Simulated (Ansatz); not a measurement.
Ir, response to strain

Consider Ir in the fcc (Cu type) structure (space group Fm-3m, No. 225; relaxed with 0.1 eV smearing).

```
CELL_PARAMETERS angstrom
      0.00000     1.91555     1.91555
      1.91555     0.00000     1.91555
      1.91555     1.91555     0.00000
ATOMIC_POSITIONS crystal
  Ir 0.00000 0.00000 0.00000
```

Cartesian axes are those of the cell as printed.

Strains are applied to the cell and any free atomic positions relax; under biaxial strain the out-of-plane vector relaxes too; under stress the whole cell relaxes.

The values are results of PBEsol in Ansatz (plane waves to 420 eV, PAW, spin-orbit coupling left out), not measurements.

Notes on the quantities. pressure: mean of the normal stresses, compression positive; energy relative to the base: free energy F.

```json
[
 {"variant": "base", "shortest interatomic distance": "2.709 Å", "pressure": "0.0 GPa", "energy relative to the base": "0 meV/atom"},
 {"variant": "biaxial strain −0.74 %, plane normal [001], relaxed out of plane", "shortest interatomic distance": "2.689 Å", "pressure": "3.5 GPa", "energy relative to the base": "+3.4 meV/atom"},
 {"variant": "biaxial strain −3.50 %, plane normal [110], relaxed out of plane", "shortest interatomic distance": "2.614 Å", "pressure": "21.5 GPa", "energy relative to the base": "+95 meV/atom"},
 {"variant": "isotropic strain +3.37 %", "shortest interatomic distance": "2.800 Å", "pressure": "-29.7 GPa", "energy relative to the base": "+151 meV/atom"},
 {"variant": "uniaxial strain ε_xx = −2.89 %", "shortest interatomic distance": "2.670 Å", "pressure": "12.4 GPa", "energy relative to the base": "+25 meV/atom"},
 {"variant": "uniaxial strain ε_xx = +5.96 %", "shortest interatomic distance": "2.709 Å", "pressure": "-18.5 GPa", "energy relative to the base": "+88 meV/atom"},
 {"variant": "uniaxial strain ε_zz = +3.14 %", "shortest interatomic distance": "2.709 Å", "pressure": "-10.8 GPa", "energy relative to the base": "+26 meV/atom"},
 {"variant": "uniaxial strain ε_zz = +3.58 %", "shortest interatomic distance": "2.709 Å", "pressure": "-12.1 GPa", "energy relative to the base": "+33 meV/atom"},
 {"variant": "uniaxial stress, 3 GPa tension along x", "shortest interatomic distance": "2.704 Å", "pressure": "–", "energy relative to the base": "+0.8 meV/atom"},
 {"variant": "uniaxial stress, 8 GPa tension along x", "shortest interatomic distance": "…", "pressure": "–", "energy relative to the base": "…"}
]
```

Q: What belongs in the blanks?

A: 
- uniaxial stress, 8 GPa tension along x, shortest interatomic distance: 2.697 Å
- uniaxial stress, 8 GPa tension along x, energy relative to the base: +5.8 meV/atom

Stability under load was not tested beyond the relaxation. All final runs are without spin polarisation.

Ansatz is an electronic-structure program.
